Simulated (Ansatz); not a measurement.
**Effect of tensor shear ε_xy = +0.57 % on SiC**

Base system: SiC in the zinc blende structure (space group F-43m, No. 216; a = 4.329 Å). Axes: x, y, z lie along the cube axes.

Modification: tensor shear ε_xy = +0.57 % (engineering shear γ = 0.0114); the atoms relax in the strained cell.

Level of theory: LDA (Ansatz, a program for electronic structure, PAW, scalar-relativistic without spin-orbit coupling). k-mesh 13×13×13 (Γ-centred); smearing 0.05 eV (Fermi–Dirac).

```tsv
quantity	base	changed	shift
volume per atom	10.14 Å³	10.14 Å³	0.00 Å³
space group	F-43m (No. 216)	Imm2 (No. 44)	–
energy relative to the base (free energy F)	0 meV/atom	+1.0 meV/atom	+1.0 meV/atom
pressure (mean of the normal stresses, compression positive)	0.0 kbar	0.2 kbar	+0.2 kbar
band gap	1.30 eV	1.24 eV	-0.066 eV
gap character	–	indirect, Γ → X	–
smallest direct gap	4.53 eV	4.42 eV	-0.11 eV
valence-band top at Γ (three highest levels, from the VBM)	0.00, 0.00, 0.00 eV	0.00, -0.06, -0.12 eV	–
valley order (the lowest conduction-band minima on the path, energy above the VBM, named in the base's zone)	X along ⟨100⟩ 1.30 eV	X along [001] 1.24 eV; X along [010] 1.24 eV	–
stress (xx, yy, zz, yz, xz, xy; compression positive)	–	(0.03, 0.03, 0.00, 0.00, 0.00, -2.87) GPa	–
```

Cost of the whole job for the changed cell (relaxation, final SCF and bands): about 26 core-seconds (a rough figure).

Gaps are Kohn–Sham eigenvalue differences; semilocal functionals usually give less than the measured gap. Stability against distortions was not tested. Labels are those of the standard path for the cell's own space group.
